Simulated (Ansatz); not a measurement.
Take Pd in the fcc (Cu type) structure (space group Fm-3m, No. 225; a = 3.875 Å) as the base.

All numbers come from PBEsol, PAW, 420 eV (Ansatz, a quantum-chemistry and plane-wave program; no spin-orbit coupling).

For the base:

| Property | Value |
|---|---|
| Volume per atom | 14.55 Å³ |

Perturbation: Cd takes the place of Pd on all its sites; the structure is relaxed again.

### Question
Predict the new volume per atom.

### Answer
The volume per atom grows by 6.39 Å³ to 20.94 Å³.

No phonon test of stability was made. For Cd in this form, whether it has been made was not checked. All final runs are without spin polarisation. This is not the structure that Cd has at room temperature and ambient pressure.
